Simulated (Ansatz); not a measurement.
## Response to strain in KTaO3

Base system: KTaO$_{3}$ in the cubic perovskite structure (space group Pm-3m, No. 221).

```xyz
5
Lattice="3.9520 0.0000 0.0000 0.0000 3.9520 0.0000 0.0000 0.0000 3.9520" Properties=species:S:1:pos:R:3 pbc="T T T"
K      0.0000     0.0000     0.0000
Ta     1.9760     1.9760     1.9760
O      1.9760     0.0000     1.9760
O      0.0000     1.9760     1.9760
O      1.9760     1.9760     0.0000
```

Strains are applied to the cell and any free atomic positions relax.

Calculations: DFT with LDA, PAW potentials and a 420 eV plane-wave cutoff in Ansatz (a program for electronic structure), no spin-orbit coupling.

Notes on the quantities. energy relative to the base: free energy F.

| isotropic strain (%) | energy relative to the base (meV/atom) |
|---|---|
| -3 | 75.5 |
| -2.4 | 47.4 |
| -1.8 | 26.1 |
| -1.2 | ? |
| -0.6 | 2.8 |
| 0 | 0.0 |

Task: Fit ΔE = Aε² + Bε³ (ε in %) to the rows shown and predict the withheld row.

Result: Least squares on the printed values gives A = 7.57 and B = -0.27 meV/atom (largest residual 0.0 meV/atom); this predicts 11.4 meV/atom, and the run gives 11.4 meV/atom, in agreement.

No phonon test of stability was made.
